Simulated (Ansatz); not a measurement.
**Pd under a change: pressure 5 GPa**

The reference is Pd in the fcc (Cu type) structure (space group Fm-3m, No. 225; a = 3.9083 Å).

Now apply this change: cell and atoms relaxed at a pressure of 5 GPa.

Calculations: Ansatz (a quantum-chemistry and plane-wave program), r2SCAN, PAW, cutoff 500 eV, no spin-orbit coupling. k-mesh 20×20×20 (Γ-centred); smearing 0.05 eV (Fermi–Dirac).

```csv
quantity,base,changed,shift
volume per atom,14.93 Å³,14.55 Å³,-0.372 Å³
density,11.84 g/cm³,12.14 g/cm³,+0.30 g/cm³
lattice parameter a,3.908 Å,3.876 Å,-0.0328 Å
shortest interatomic distance,2.764 Å,2.740 Å,-0.0232 Å
enthalpy H = E + PV relative to the base's energy,–,+0.46 eV/atom,–
band gap,zero,zero,–
```

Final structure:

```yaml
crystal:
  lattice:
    - [0.00000, 1.93778, 1.93778]
    - [1.93778, 0.00000, 1.93778]
    - [1.93778, 1.93778, 0.00000]
  atoms:
    - { symbol: Pd, position: [0.00000, 0.00000, 0.00000] }
```

Load acts through the strain it causes; cell and atoms are relaxed under it. No phonon test of stability was made. No other phases were tried under pressure. The final runs are not spin-polarised. Pd has a high density of states at the Fermi level and may be magnetic at this level.
